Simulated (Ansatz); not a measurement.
## Worked sum: surface energy of the MgO(100) slab, the mean of its two faces

Subject: the surface energy of the MgO(100) slab, the mean of its two faces. Reaction: 8 MgO (rock salt) → cell A.

A: a slab of MgO (rock salt, Fm-3m) cut along (100), 16 atoms, oblique cell of 3.01 × 4.25 Å (9.0 Å²), symmetry P4/nmm within 0.02 Å, 14.9 Å thick under 16 Å of vacuum, in-plane vectors held at the crystal's; planes from bottom to top: MgO × 8; all atoms within 0.5 Å of the crystal's sites, in a cell too small to show a reconstruction; spin state with PBE: run without spin.

Method: Ansatz (a program for electronic structure), PAW, neutral cells at 0 K with nuclei at rest, on structures from PBE. Ansatz runs with its default PAW set. A dispersion term (D3(BJ), or D4 for r2SCAN) was computed beside these levels and is taken off wherever the name lacks it.

Total energies of the cells in eV, at zero smearing width. They compare only within one column; the weights balance every element.

```
cell              atoms  weight           PBE
----------------  -----  ------  ------------
A: MgO(100) slab     16      +1  -19952.11289
MgO (rock salt)       2      −8   -2494.13895
```

PBE: (-19952.11289) − 8 × (-2494.13895) = 0.9987 eV; dividing by 2 × 9.046 Å² and converting at 16.022 J/m² per eV/Å² gives 0.88 J/m².
